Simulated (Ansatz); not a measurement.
Results of rVV10 (Ansatz, a first-principles code, plane waves, PAW) for Li₂MnO₃ (C2/m, No. 12).

Run with plane-wave cutoff 520 eV, 8×8×8 k mesh, Fermi–Dirac smearing 0.01 eV, spin-polarised with parallel moments, scalar-relativistic PAW data made under PBE.

Shape and atoms are relaxed at each volume.

Pressure at four volumes; x = ln(V/8.444 Å³). One pressure is withheld.

```csv
V (Å³/atom),x,P (GPa)
8.106,-0.0409,?
8.275,-0.0202,2.49
8.444,0.0000,-0.01
8.781,0.0391,-4.25
```

Question: Pass a parabola P(x) through the three rows shown, estimate the bulk modulus and its pressure derivative near zero pressure, and predict the withheld pressure.

Answer: Slopes between the rows: (-0.01 − (2.49))/(0.0000 − (-0.0202)) = -123.76 and (-4.25 − (-0.01))/(0.0391 − (0.0000)) = -108.44 GPa. Their difference over the span 0.0593 is c = 15.32/0.0593 = 258.3 GPa, so P(x) = 2.49 + (-123.76)(x − (-0.0202)) + 258.3 (x − (-0.0202))(x − (0.0000)). At the middle row B = −dP/dx = −[-123.76 + 258.3 × 0.0202] = 118.5 GPa, and B′ = dB/dP = 2c/B = 4.4. At x = -0.0409 the parabola gives 5.27 GPa; the run gives 5.28 GPa. The Birch–Murnaghan fit to the energies at all volumes has B0 = 118 GPa and B′ = 4.5.

Note: the magnetic order was assumed, not searched for or taken from measurement; the relaxation could not lower the start's symmetry, so the cell can be a saddle point above a distorted one; without U or exact exchange, gaps and moments of open d shells tend to come out too small; the bulk modulus comes from volumes at which shape and atoms were relaxed.
